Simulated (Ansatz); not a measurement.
The reference is Si in the diamond structure (space group Fd-3m, No. 227).

Si has the cubic space group Fd-3m, origin choice 1 (No. 227), the diamond structure, Pearson symbol cF8. Lattice parameters: a = b = c = 5.4703 Å, α = β = γ = 90.00°. Si on 8b is coordinated by 4 Si at 2.369 Å (tetrahedral). (Neighbours: up to the widest gap in distance over summed covalent radii, below 1.35, at either atom.)
(The calculation used a cell of 2 atoms; values per cell refer to that cell.)

Level of theory: Ansatz (a first-principles code) PBE, without spin-orbit coupling.

Strains are applied to the cell and any free atomic positions relax.

One change was made to it. Results:

The hole mass (degenerate bands, along [100]) changes from 0.16, 0.27, 0.27 mₑ (at Γ) to 0.18, 0.26, 0.26 mₑ (at Γ); the valley order (the lowest conduction-band minima on the path, energy above the VBM, named in the base's zone) changes from a point along ⟨100⟩, about 1.0 Å⁻¹ from Γ 0.61 eV; L along ⟨111⟩ 1.46 eV to a point along ⟨100⟩, about 1.0 Å⁻¹ from Γ 0.50 eV; L along ⟨111⟩ 1.67 eV; the width of the top valence band grows by 0.26 eV, from 3.76 eV to 4.02 eV; the pressure goes from zero to 61.2 kbar.

Problem. Which of these changes matches the shifts?
(A) isotropic strain +3.00 %
(B) isotropic strain +0.50 %
(C) isotropic strain −2.00 %
(D) isotropic strain +2.50 %
(E) isotropic strain −3.00 %

Solution. C, isotropic strain −2.00 %. For comparison, the valley order in the other runs: isotropic strain +2.50 % gives a point along ⟨100⟩, about 0.9 Å⁻¹ from Γ 0.73 eV; L along ⟨111⟩ 1.20 eV; isotropic strain −3.00 % gives a point along ⟨100⟩, about 1.0 Å⁻¹ from Γ 0.44 eV; L along ⟨111⟩ 1.78 eV; isotropic strain +3.00 % gives a point along ⟨100⟩, about 1.0 Å⁻¹ from Γ 0.76 eV; L along ⟨111⟩ 1.15 eV; Γ 2.14 eV; isotropic strain +0.50 % gives a point along ⟨100⟩, about 1.0 Å⁻¹ from Γ 0.64 eV; L along ⟨111⟩ 1.41 eV.

Effective masses come from finite differences of ±0.01 Å⁻¹. Whether these cells are dynamically stable was not tested.
